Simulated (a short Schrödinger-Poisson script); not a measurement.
Structure: gated In0.52Al0.48As/In0.53Ga0.47As δ-doped gas in a quantum well, at 300 K.

```csv
layer,material,thickness (nm),Na (cm⁻³)
1,In0.52Al0.48As,10,-
2,In0.52Al0.48As,10,-
3,In0.53Ga0.47As,8,-
4,In0.52Al0.48As,4000,1e14
```

Constants are typed, rounded textbook-type inputs, not results; the design itself was drawn at random and stands for no fabricated device. In0.52Al0.48As: permittivity 12.5, conduction-band edge (eV) 0.52, gap (eV) 1.45, electron mass (mₑ) 0.075, Nv at 300 K (cm⁻³) 1.1e19. In0.53Ga0.47As: permittivity 13.9, conduction-band edge (eV) 0, gap (eV) 0.74, Nv at 300 K (cm⁻³) 7.7e18.

Channel valleys (confinement mass, in-plane density-of-states mass, number): Γ 0.041, 0.041, 1. At the gate the conduction-band edge of layer 1 lies 0.65 eV − eVg above the Fermi level of the channel; the field vanishes at the back. Sheet of ionised δ-doping: +3.2e12 e/cm² at 10 nm from the gate. The barrier under the gate holds no holes. Gaps are held at their typed values at every temperature. Mesh 0.08 nm at interfaces.

Solved with a short Schrödinger-Poisson script written for these runs: 1D Poisson equation in equilibrium, electrons quantum, Hartree plus LDA exchange-correlation (BenDaniel-Duke, 40 states a valley, the channel's in-plane mass for all, wave functions free to enter the barrier), parabolic valleys, classical holes, full ionisation, no traps, pinning or gate leakage.

The same stack at other levels of the model or other numerical settings:

| run | sheet density of all electrons at Vg = 0.4 V (cm⁻²) | sheet density of all electrons at Vg = -0.1 V (cm⁻²) | capacitance at Vg = 0.4 V (μF/cm²) | centroid of the channel electrons at Vg = 0.4 V (nm) | rough cost against the base |
|---|---|---|---|---|---|
| base | 1.77e12 | 4.59e11 | 0.446 | 3.60 | about 1 |
| electrons treated as classical, Boltzmann | 2.13e12 | 5.99e11 | 0.519 | 2.32 | 0.01 |
| electrons treated as classical, Fermi-Dirac | 1.80e12 | 5.17e11 | 0.461 | 3.48 | 0.07 |
| electrons treated as quantum, Hartree | 1.73e12 | 4.34e11 | 0.444 | 3.62 | 0.6 |
| mesh six times as coarse | 1.77e12 | 4.56e11 | 0.447 | 3.58 | 0.2 |
| one subband a valley | 1.76e12 | 4.59e11 | 0.429 | 3.60 | 0.2 |

The classical rows ignore confinement, and Boltzmann statistics overrate the density once the band edge passes the Fermi level.
